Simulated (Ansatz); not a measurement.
Take MgB$_{2}$ (space group P6/mmm, No. 191; relaxed with 0.1 eV smearing) as the base.

```xyz
3
Lattice="3.0640 0.0000 0.0000 -1.5320 2.6535 0.0000 0.0000 0.0000 3.4977" Properties=species:S:1:pos:R:3 pbc="T T T"
Mg     0.0000     0.0000     0.0000
B      1.5320     0.8845     1.7488
B      0.0000     1.7690     1.7488
```

Cartesian axes are those of the cell as printed.

The values are results of PBEsol, PAW, 420 eV (Ansatz, a quantum-chemistry and plane-wave program; without spin-orbit coupling), not measurements.

It is then changed as follows: biaxial strain +2.00 %, plane normal [001], relaxed out of plane (Cartesian); in-plane vectors clamped, the third vector and the atoms free.

Task: Estimate the effect on the in-plane stress.

Result: The mean in-plane stress (compression positive) is -8.9 GPa.

Task: Predict the new out-of-plane strain.

Result: The out-of-plane strain amounts to -0.60 %.

Stability against distortions was not tested. All final runs are without spin polarisation.
